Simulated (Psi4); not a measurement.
Psi4 1.11, B3LYP/def2-svp, scf_type pk: Ga(Me)(PH2)2 ([CH3][Ga]([PH2])[PH2]), 11 atoms. The geometry is a generated start, not checked to be a minimum at this level.

* **task**: energy
* **method**: b3lyp
* **basis**: def2-svp
* **memory**: 7 GB
* **e_convergence**: 1e-08
* **d_convergence**: 1e-07
* **guess**: auto, which took SAD (default)
* **diis_max_vecs**: 10 (default)
* **scf_initial_accelerator**: adiis (default)
* **dft_radial_points**: 75 (default)
* **dft_spherical_points**: 302 (default)
* **basis functions**: 117
* **grid points**: 237250

```xyz
11

Ga    -0.0902    -0.0108     0.0445
C     -1.5831    -1.4186    -0.1020
H     -1.3254    -2.2050    -0.8204
H     -2.5100    -0.9488    -0.4509
H     -1.7804    -1.9023     0.8594
P     -0.1781     1.9010    -1.3868
H      1.2060     1.8414    -1.5939
H     -0.0055     2.7412    -0.2797
P      1.6732    -0.3170     1.6362
H      2.0666     1.0213     1.5008
H      2.5268    -0.7023     0.5927
```

The reference run uses exact four-centre integrals (scf_type = pk). One run each, on a shared machine, so no times are given.

Settings tried, all else as in the reference:
- scf_type = dfdirj+cosx, cosx_radial_points_final = 50, cosx_spherical_points_final = 194
- scf_type = cd, cholesky_tolerance = 0.001
- scf_type = dfdirj+snlink
- scf_type = dfdirj+cosx, cosx_radial_points_final = 25, cosx_spherical_points_final = 50
- scf_type = dfdirj+link
- scf_type = cd, cholesky_tolerance = 1e-05
- scf_type = cd, cholesky_tolerance = 0.01
- scf_type = dfdirj+cosx, cosx_radial_points_final = 75, cosx_spherical_points_final = 302
- scf_type = cd, cholesky_tolerance = 0.0001 (default)
- scf_type = mem_df
- scf_type = cd, cholesky_tolerance = 1e-06
- scf_type = dfdirj+cosx

Problem. Which of these stay within 0.10 meV/atom in energy of the reference run?

Solution. Within it: scf_type = cd, cholesky_tolerance = 1e-06. Outside: scf_type = mem_df; scf_type = dfdirj+cosx, cosx_radial_points_final = 75, cosx_spherical_points_final = 302; scf_type = dfdirj+snlink; scf_type = dfdirj+link; scf_type = cd, cholesky_tolerance = 1e-05; scf_type = dfdirj+cosx, cosx_radial_points_final = 50, cosx_spherical_points_final = 194; scf_type = cd, cholesky_tolerance = 0.001; scf_type = cd, cholesky_tolerance = 0.0001 (default); scf_type = dfdirj+cosx; scf_type = dfdirj+cosx, cosx_radial_points_final = 25, cosx_spherical_points_final = 50; scf_type = cd, cholesky_tolerance = 0.01.

```
setting                                                                                   energy against the reference
----------------------------------------------------------------------------------------  ----------------------------
scf_type = cd, cholesky_tolerance = 1e-06                                                         under 0.001 meV/atom
scf_type = mem_df                                                                                       −0.26 meV/atom
scf_type = dfdirj+cosx, cosx_radial_points_final = 75, cosx_spherical_points_final = 302                −0.35 meV/atom
scf_type = dfdirj+snlink                                                                                −0.38 meV/atom
scf_type = dfdirj+link                                                                                  −0.38 meV/atom
scf_type = cd, cholesky_tolerance = 1e-05                                                               −0.44 meV/atom
scf_type = dfdirj+cosx, cosx_radial_points_final = 50, cosx_spherical_points_final = 194                −0.46 meV/atom
scf_type = cd, cholesky_tolerance = 0.001                                                               +0.59 meV/atom
scf_type = cd, cholesky_tolerance = 0.0001 (default)                                                    −0.97 meV/atom
scf_type = dfdirj+cosx                                                                                   −1.7 meV/atom
scf_type = dfdirj+cosx, cosx_radial_points_final = 25, cosx_spherical_points_final = 50                  +9.7 meV/atom
scf_type = cd, cholesky_tolerance = 0.01                                                                 −390 meV/atom
```

Total energies are compared; such shifts often cancel in part in energy differences. The DFDIRJ builders fit J, which adds its shift to that of exchange. Psi4 runs the final COSX grid once, on the density of the start grid. Also tried and not ranked: scf_type = direct (same energy as a listed run). The tolerance is a choice made for this comparison.
